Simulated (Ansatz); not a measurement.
What pressure 100 GPa does to GaP

Take GaP in the zinc blende structure (space group F-43m, No. 216; a = 5.506 Å) as the base.

The change: cell and atoms relaxed at a pressure of 100 GPa.

Calculations: DFT with PBE, PAW potentials and a 420 eV plane-wave cutoff in Ansatz (an electronic-structure program), no spin-orbit coupling, earlier PAW set. Γ-centred 10×10×10 mesh, Fermi–Dirac width 0.05 eV.

```json
[
 {"quantity": "density", "base": "4.01 g/cm³", "changed": "6.42 g/cm³", "shift": "+2.41 g/cm³"},
 {"quantity": "lattice parameter a", "base": "5.506 Å", "changed": "4.706 Å", "shift": "-0.8008 Å"},
 {"quantity": "shortest interatomic distance", "base": "2.384 Å", "changed": "2.038 Å", "shift": "-0.3468 Å"},
 {"quantity": "enthalpy H = E + PV relative to the base's energy", "base": "–", "changed": "+9.75 eV/atom", "shift": "–"},
 {"quantity": "band gap", "base": "1.58 eV", "changed": "0.34 eV", "shift": "-1.24 eV"},
 {"quantity": "gap character", "base": "direct at Γ", "changed": "indirect, Γ → X", "shift": "–"},
 {"quantity": "smallest direct gap", "base": "1.58 eV", "changed": "3.31 eV", "shift": "+1.73 eV"},
 {"quantity": "width of the top valence band", "base": "3.27 eV", "changed": "6.29 eV", "shift": "+3.014 eV"},
 {"quantity": "hole mass (degenerate bands, along [100])", "base": "0.098, 0.40, 0.40 mₑ (at Γ)", "changed": "0.20, 0.20, 0.24 mₑ (at Γ)", "shift": "–"}
]
```

Load acts through the strain it causes; cell and atoms are relaxed under it. Effective masses come from finite differences of ±0.01 Å⁻¹. No phonon test of stability was made. The real GaP has an indirect gap at ambient pressure; PBE orders its close-lying valleys differently. Measured, GaP leaves this structure (for a Cmcm phase) near 26 GPa (temperature not stated; as listed in Datta, Sujoy, Jana, Debnarayan, arXiv (2020)).
